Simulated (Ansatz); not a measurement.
Base system: HfO₂ in the CdI2 type structure (space group P-3m1, No. 164; a = 3.208 Å, c = 4.515 Å; a hypothetical phase, not in the database extracts checked; layered, stacked along the Cartesian z axis).

One thing is altered: a free-standing slab of 3 layers (9 atoms, 3 a layer) is cut normal to the stacking axis, with 15 Å of vacuum and the in-plane cell relaxed.

Levels (all Ansatz, an electronic-structure program, PAW): PBEsol-D3(BJ) (420 eV, scalar-relativistic without spin-orbit coupling); r2SCAN (500 eV, no spin-orbit coupling); HSE06 (420 eV, no SOC).

At the geometry relaxed with PBEsol-D3(BJ), these levels gave the following band gaps, in shuffled order: (a) 6.28 eV, (b) 5.16 eV, (c) 4.57 eV.

Q: Match each gap to its level.

A: (a) HSE06; (b) r2SCAN; (c) PBEsol-D3(BJ).

Single points use the geometry relaxed with PBEsol-D3(BJ). HSE06 was sampled on its mesh, a few special points and the semilocal edge points, so its gap is an upper bound. Spin-orbit coupling, missing from the scalar runs, can matter with Hf. Whether these cells are dynamically stable was not tested.
